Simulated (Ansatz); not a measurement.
## Worked example: self-consistent single point of RbAsF6 (R3, 8 atoms in the cell) in Ansatz

Method: PBEsol, default PAW files made with PBE (plane waves; Ansatz, an electronic-structure program).

This input was run:

Ansatz 0.2 input:
```yaml
crystal:
  lattice:
    - [3.706308, 2.139838, 2.468452]
    - [-3.706308, 2.139838, 2.468452]
    - [0.000000, -4.279675, 2.468452]
  atoms:
    - { symbol: Rb, position_ang: [-0.000000, 0.000001, 3.752679] }
    - { symbol: As, position_ang: [0.000000, 0.000000, 0.000000] }
    - { symbol: F, position_ang: [-2.351986, -1.732819, 3.922469] }
    - { symbol: F, position_ang: [2.351986, 1.732820, 3.482887] }
    - { symbol: F, position_ang: [2.676659, -1.170469, 3.922469] }
    - { symbol: F, position_ang: [-2.676659, 1.170470, 3.482887] }
    - { symbol: F, position_ang: [-0.324673, 2.903289, 3.922469] }
    - { symbol: F, position_ang: [0.324673, -2.903288, 3.482887] }
basis:
  ecutwfc: 420.0 eV
kpoints:
  mp_grid: { grid: [5, 5, 5] }
hamiltonian:
  xc: pbesol
  pseudopotentials: { kind: paw }
scf:
  occupations: { method: fermi_dirac, width: 0.05 eV }
output:
  forces: true
  eigenvalues: true
  stress: true
```

The program printed (abridged):

```
WARN ansatz: RAYON_NUM_THREADS=1 ignored (pool sized by the plan → 1); use --threads N
Pseudopotentials: kind: paw
Pseudopotential: Rb, paw, valence charge 9
Pseudopotential: As, paw, valence charge 15
Pseudopotential: F, paw, valence charge 7
Crystal: 8 atoms, lattice volume = 117.462 Å³
Basis set: ecut = 420 eV, 2295 PW (Γ), exchange–correlation on 72×72×72 points (8 copies of the dense FFT grid, shifted against one another)
Bands: 41, of which v1, the nominal top of the filled ones, is band 33 counted from 1 (32 counted from 0)
Symmetry: 3 space group operations
Space group: R3 (ITA 146), of the structure as read, at distance tolerance 4.9e-5 Å
k-points: 23 of 125 (time reversal used)
PAW frozen core: Rb, regenerated for the run's functional, and the local potential with it
PAW frozen core: As, regenerated for the run's functional, and the local potential with it
PAW frozen core: F, regenerated for the run's functional, and the local potential with it
Initial density: superposition of atomic densities (neutral atoms: chi_scale 0, normalization atom), corrected by the library's trained network
Initial wavefunctions: pseudopotential atomic-orbital guess
Eigensolver: davidson
Functional: x = pbesol(κ = 0.804, μ = 0.12345679012345678), c = pbesol(β = 0.046)
SCF iter   1: F=—  HF=-12835.638839 eV  |F-HF|=—  |Δ(HF+E_count)|=         —  Δρ=1.20e-2  dr2=1.02e-1  ethr=1.77e-3  ⟨swp⟩=6.3  Hψ=4034  notcnv=0  defer=4
all-band conjugate gradients solve this SCF's bands
preconditioner: auto → Resta (q_TF=auto, 2.478 Å⁻¹)
SCF iter   2: F=—  HF=-12835.608059 eV  |F-HF|=—  |Δ(HF+E_count)|=   3.08e-2  Δρ=1.42e-3  dr2=7.09e-4  ethr=1.55e-4  ⟨swp⟩=2.1  Hψ=1742  notcnv=0  defer=56
SCF iter   3: F=—  HF=-12835.608167 eV  |F-HF|=—  |Δ(HF+E_count)|=   1.08e-4  Δρ=6.22e-4  dr2=2.53e-4  ethr=1.07e-6  ⟨swp⟩=2.0  Hψ=1589  notcnv=0  defer=56
SCF iter   4: F=—  HF=-12835.608312 eV  |F-HF|=—  |Δ(HF+E_count)|=   1.46e-4  Δρ=2.24e-4  dr2=3.79e-5  ethr=3.83e-7  ⟨swp⟩=2.1  Hψ=1193  notcnv=0  defer=56
SCF iter   5: F=—  HF=-12835.608331 eV  |F-HF|=—  |Δ(HF+E_count)|=   1.88e-5  Δρ=4.19e-5  dr2=2.15e-6  ethr=5.74e-8  ⟨swp⟩=2.8  Hψ=1578  notcnv=0  defer=56
SCF iter   6: F=-12835.608334 eV  HF=-12835.608334 eV  |F-HF|=4.47e-8  |Δ(HF+E_count)|=   2.60e-6  Δρ=6.82e-6  dr2=4.39e-8  ethr=1.52e-10  ⟨swp⟩=9.2  Hψ=4853  notcnv=0
SCF 1 converged in 6 iterations: F = -12835.608334 eV  dr2 = 4.39e-8
SCF converged after 6 iterations
Free energy (F): -12835.608334 eV
Harris-Foulkes:  -12835.608334 eV  (|F-HF|=4.47e-8)
Internal energy: -12835.608334 eV  (E = F + TS)
E sigma→0 (E₀):  -12835.608334 eV
Fermi energy:    3.812419 eV
--- Per-component energies (eV) ---
  E_band       = -694.451709
  E_kinetic    = 1535.069899
  E_local      = -7490.759590  (includes V_loc(G=0)·N_el)
  E_nonlocal   = -41.872984
  E_hartree    = 3171.264315
  E_xc         = -676.936850
  E_vxc        = -820.820212  (∫ρ·V_xc dr)
  E_paw        = -5534.507308  (= ΣΔE_a)
  E_vpaw       = -218.613833  (= ΣTr[D̂ρ^β])
  E_aug_tail   = 0.012120  (compensation charges beyond the density's cutoff)
  E_ewald      = -3799.222691
  E_core_change = 1.344755  (= ΣΔE_core)
  E_smearing   = -0.000000  (= −TS)
  E_closure    = 0.000000  (closes the sum)
  Σ components = -12835.608334   (vs F -12835.608334, Δ=0.00e0)
--- Forces (eV/Å), atoms counted from 1 ---
  atom   1  Rb    -0.00000000    -0.00000001    -0.09336270
  atom   2  As     0.00000000     0.00000001     0.14033050
  atom   3  F      0.22948844     0.07222081    -0.19856027
  atom   4  F     -0.21832199    -0.06781959     0.18291521
  atom   5  F     -0.17728929     0.16263239    -0.19856027
  atom   6  F      0.16789449    -0.15516258     0.18291521
  atom   7  F     -0.05219915    -0.23485325    -0.19856024
  atom   8  F      0.05042750     0.22298221     0.18291519
  max |Σ_I F_I| component: 3.26e-5 eV/Å
--- Stress (GPa, compression-positive) ---
        2.403995      -0.000000       0.000000
        0.000000       2.403995       0.000000
       -0.000000       0.000000       2.579578
  P = ⅓ Tr σ = 2.4625 GPa (24.625 kbar)
  The stress holds the Pulay correction. Without it, at fixed plane waves, as pw.x and ABINIT print it: P = 1.7976 GPa
--- Band table (eV; the first three rows and the last of 23) ---
  k-point 0: bands = ["-34.0307", "-34.0307", "-33.8682", "-33.8640", "-33.8640", "-21.5857", "-20.6694", "-19.8346", "-19.8044", "-19.8044", "-18.9597", "-18.9597", "-7.5611", "-4.9835", "-4.9835", "-4.9263", "-3.6261", "-3.5231", "-3.5231", [...]
  k-point 1: bands = ["-34.0307", "-34.0307", "-33.8682", "-33.8640", "-33.8640", "-21.5517", "-20.7050", "-19.8370", "-19.8143", "-19.7949", "-18.9673", "-18.9559", "-7.5501", "-4.9618", "-4.9563", "-4.9103", "-3.6724", "-3.5919", "-3.5599", [...]
  k-point 2: bands = ["-34.0307", "-34.0307", "-33.8682", "-33.8640", "-33.8639", "-21.4887", "-20.7716", "-19.8522", "-19.8172", "-19.7789", "-18.9804", "-18.9505", "-7.5337", "-4.9874", "-4.9212", "-4.7938", "-3.7763", "-3.6798", "-3.6113", [...]
  k-point 22: bands = ["-34.0307", "-34.0307", "-33.8683", "-33.8639", "-33.8639", "-21.4015", "-20.7340", "-19.9045", "-19.8231", "-19.8204", "-19.0110", "-19.0013", "-7.3852", "-5.0698", "-5.0148", "-4.9528", "-3.6657", "-3.5173", "-3.4904", [...]
```

The run converged in 6 iterations.

The starting cell comes from a database of computed structures (which also holds hypothetical and non-ambient phases and stackings), without a prior relaxation at this level. Its lattice was rescaled by up to half a per cent. One atom was moved a little off its site on purpose. Ansatz's pressure includes its estimate of the finite-basis (Pulay) stress. Without the estimate this run gives 1.80 GPa.
